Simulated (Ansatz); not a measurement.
Results of BLYP (PAW; Ansatz, a program for electronic structure) for SiO2 (P4₁2₁2, No. 92).

Run with plane-wave cutoff 520 eV, 8×8×6 k mesh (along the axes of the cell as run), Fermi–Dirac smearing 0.01 eV, scalar-relativistic PAW data made under PBE.

Properties against volume:

Shape and atoms are relaxed at each volume.

| V (Å³/atom) | P (GPa) | direct gap at Γ (eV) | c (Å) | a (Å) |
|---|---|---|---|---|
| 15.415 | 0.71 | 5.510 | 7.121 | 5.097 |
| 15.736 | 0.35 | 5.477 | 7.181 | 5.128 |
| 16.057 | -0.01 | 5.445 | 7.240 | 5.159 |
| 16.378 | -0.32 | 5.416 | 7.298 | 5.190 |
| 16.699 | -0.60 | 5.389 | 7.353 | 5.220 |

A straight line through the gaps at Γ against ln V gives a volume deformation potential dE_g(Γ)/d ln V of -1.5 eV: the gap at Γ widens under compression.

Note: the cell is over a tenth larger than the published one: the level's own overestimate first of all, though another phase or state, or a fault of the published cell, is possible; the bulk modulus comes from volumes at which shape and atoms were relaxed.
